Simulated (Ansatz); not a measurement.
## What isotropic strain +2.51 % does to Rb2LiTlBr6

The reference is Rb₂LiTlBr₆ (space group Fm-3m, No. 225; a = 10.814 Å; a cell from a computed database, its experimental status unchecked).

One thing is altered: an isotropic linear strain of +2.51 %; the atoms relax in the strained cell.

Method: PBEsol, PAW, 420 eV (Ansatz, a quantum-chemistry and plane-wave program; no SOC), earlier PAW set. Γ-centred 6×6×6 mesh, Fermi–Dirac width 0.05 eV.

The volume per atom goes up by 2.44 Å³ to 34.05 Å³ and the space group is still Fm-3m (No. 225). The shortest interatomic distance grows by 9.4 pm (267.3 pm → 276.7 pm) and the energy goes up by 10 meV/atom. The pressure decreases by 11.96 kbar (-0.1 kbar → -12.0 kbar) and the band gap stays essentially unchanged (0.57 eV against 0.58 eV). The gap character is still direct at Γ and the mean gap deformation potential ΔEg/Δln V comes out as +0.1 eV. The width of the top valence band falls by 0.05 eV to 0.30 eV and the electron mass becomes 0.24 mₑ (at Γ) (base: 0.22 mₑ (at Γ)). The largest internal atomic displacement is 0.036 Å.

Spin-orbit coupling, missing from the scalar runs, can matter with Tl. Masses are band curvatures over ±0.01 Å⁻¹ around the edge. Stability against distortions was not tested.
